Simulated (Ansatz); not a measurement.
Rh (Fm-3m), PBE, DFPT electron-phonon coupling, linearised Boltzmann equation (Ansatz, a first-principles code): Condition of this run: functional PBE. phonon-limited resistivity 4.91 μΩ·cm at 300 K, 6.73 μΩ·cm at 400 K, current-weighted mean free path 7.5 nm, Drude plasma energy 9.72 eV.

### Question
Estimate the electronic thermal conductivity at 300 K by the Wiedemann-Franz law (L₀ = 2.44×10⁻⁸ W·Ω/K²).

### Answer
L₀T/ρ = 2.44×10⁻⁸ × 300/(4.91×10⁻⁸) = 149 W/(m·K). Inelastic scattering puts the true Lorenz number somewhat under L₀ near and below the Debye temperature.

### Question
Estimate the resistivity of a 40 nm square wire with diffuse walls from ρ ≈ ρ₀(1 + 3ℓ/4d).

### Answer
1 + 0.75 × 7.5/40 = 1.14, so ρ ≈ 5.60 μΩ·cm and a line 1 μm long has 35.0 Ω. The formula is the free-electron limit for d well above ℓ; grain boundaries add to it.

### Question
What is the classical skin depth at 100 GHz (nonmagnetic, μ₀ = 1.257×10⁻⁶ H/m)?

### Answer
δ = √(ρ/(π f μ₀)) = 353 nm.

A metal at this level (no band gap). Only scattering by harmonic phonons is included (no impurities, grain boundaries, electron-electron scattering or thermal expansion). Spin-orbit coupling is left out. Halving the electron mesh (36x36x36) moves the resistivity by up to 5 % at 300 K, the mean free path by up to 2 %. Smearing 0.20 eV; phonons on a 6x6x6 q mesh, which this run doesn't test.
